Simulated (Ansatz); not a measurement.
The reference is SiO2 in the rutile structure (space group P4_2/mnm, No. 136; a = 4.195 Å, c = 2.678 Å). Axes: x, y, z lie along a, b, c of the conventional cell.

Computed with PBEsol (Ansatz, a quantum-chemistry and plane-wave program, PAW, no spin-orbit coupling).

For the base:

| Item | Result |
|---|---|
| Band gap | 5.35 eV |
| Gap character | direct at Γ |
| Valence-band top at Γ | 0.00, -0.88, -0.88 eV |
| Pressure | 0.0 kbar |

Now apply this change: biaxial strain +3.00 %, plane normal [001], relaxed out of plane (Cartesian); in-plane vectors clamped, the third vector and the atoms free.

Q: Estimate the effect on the band gap, gap character, valence-band top at Γ and pressure.

A: The band gap shrinks by 0.43 eV (5.35 eV → 4.92 eV); the gap character is still direct at Γ; the valence-band top at Γ (three highest levels, from the VBM) changes from 0.00, -0.88, -0.88 eV to 0.00, -0.83, -0.83 eV; the pressure (mean of the normal stresses, compression positive) goes from zero to -82.7 kbar.

No phonon test of stability was made.
